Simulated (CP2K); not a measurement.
Worked example: self-consistent single point of ZnSe (F-43m, 2 atoms in the cell) in CP2K.

Method of the run: PBE, GPW, DZVP-MOLOPT-PBE-GTH basis, GTH-PBE potentials (POTENTIAL_UZH) run with CP2K.

The change in words: lattice scaled by 0.98. Reference geometry:
```
CELL_PARAMETERS angstrom
      4.00929     0.00000     0.00000
      2.00465     3.47215     0.00000
      2.00465     1.15738     3.27358
ATOMIC_POSITIONS crystal
  Zn 0.00000 0.00000 0.00000
  Se 0.25000 0.25000 0.25000
```

Reference input (self-consistent single point, DFT PBE, GPW, DZVP-MOLOPT-PBE-GTH basis, GTH-PBE potentials (POTENTIAL_UZH)): CUTOFF = 600 Ry; REL_CUTOFF = 50 Ry; SMEAR/METHOD = FERMI_DIRAC; ELECTRONIC_TEMPERATURE = 116.05 K; KPOINTS/SCHEME = MONKHORST-PACK 10 10 10; GAMMA_CENTERED = T; XC_FUNCTIONAL = PBE; Zn/BASIS_SET = DZVP-MOLOPT-PBE-GTH-q12; Zn/POTENTIAL = GTH-PBE-q12; Se/BASIS_SET = DZVP-MOLOPT-PBE-GTH-q6; Se/POTENTIAL = GTH-PBE-q6; METHOD = GPW. This run's input differs from it in these lines:

```diff
@@ -63,5 +63,5 @@
     &CELL
-      A 4.00929500 0.00000000 0.00000000
-      B 2.00464800 3.47215200 0.00000000
-      C 2.00464800 1.15738400 3.27357600
+      A 3.92911000 0.00000000 0.00000000
+      B 1.96455500 3.40270900 0.00000000
+      C 1.96455500 1.13423600 3.20810500
       PERIODIC XYZ
```

Output, abridged:

```
 SCF WAVEFUNCTION OPTIMIZATION

  Step     Update method      Time    Convergence         Total energy    Change
     1 NoMix/Diag. 0.20E+00      -     1.65177219       -70.1831582311 -7.02E+01
     2 Broy./Diag. 0.20E+00      -     0.08331756       -70.0392301948  1.44E-01
     3 Broy./Diag. 0.20E+00      -     0.14169170       -70.0070706497  3.22E-02
     4 Broy./Diag. 0.20E+00      -     0.03047071       -70.0108353921 -3.76E-03
     5 Broy./Diag. 0.20E+00      -     0.00279993       -70.0627695187 -5.19E-02
     6 Broy./Diag. 0.20E+00      -     0.00456735       -70.0573370715  5.43E-03
   [... 3 lines left out ...]
    10 Broy./Diag. 0.20E+00      -     0.00000499       -70.0435602457 -5.72E-05
    11 Broy./Diag. 0.20E+00      -     0.00000039       -70.0435614675 -1.22E-06
    12 Broy./Diag. 0.20E+00      -     0.00000049       -70.0435597870  1.68E-06
    13 Broy./Diag. 0.20E+00      -     0.00000004       -70.0435598002 -1.32E-08
  *** SCF run converged in    13 steps ***

  Overlap energy of the core charge distribution:               0.00000001807489
  Self energy of the core charge distribution:                -99.67599305453886
  Core Hamiltonian energy:                                     30.09400348857672
  Hartree energy:                                              10.67424205068906
  Exchange-correlation energy:                                -11.13581230297583
  Electronic entropic energy:                                  -0.00000000000000
  Fermi energy:                                                 0.16186112860772

  Total energy:                                               -70.04355980017401
  Total energy (extrapolated to T->0):                        -70.04355980017401

   [... lines left out ...]

 STRESS| Analytical stress tensor [bar]
 STRESS|                        x                   y                   z
 STRESS|      x        7.50299562399E+04   1.91352543796E+00   1.35306690162E+00
 STRESS|      y        1.91352543796E+00   7.50280380515E+04   8.01771652113E-01
 STRESS|      z        1.35306690162E+00   8.01771652113E-01   7.50268874518E+04
 STRESS| 1/3 Trace                                             7.50282939144E+04
```

The run converged in 13 iterations. Against the reference run the free energy goes up by 41.8 meV/atom, the pressure goes from 2.74 to 7.50 GPa and the gap on the mesh goes from 1.253 to 1.499 eV.

The starting cell has typed, rounded lattice constants, without a prior relaxation at this level. For this run, on top of that: lattice scaled by 0.98. Values carry the incompleteness of an atom-centred basis. With a pressure of about 8 GPa the cell is away from its equilibrium volume at this level.

Cost on one core of a shared machine: roughly 2 min.
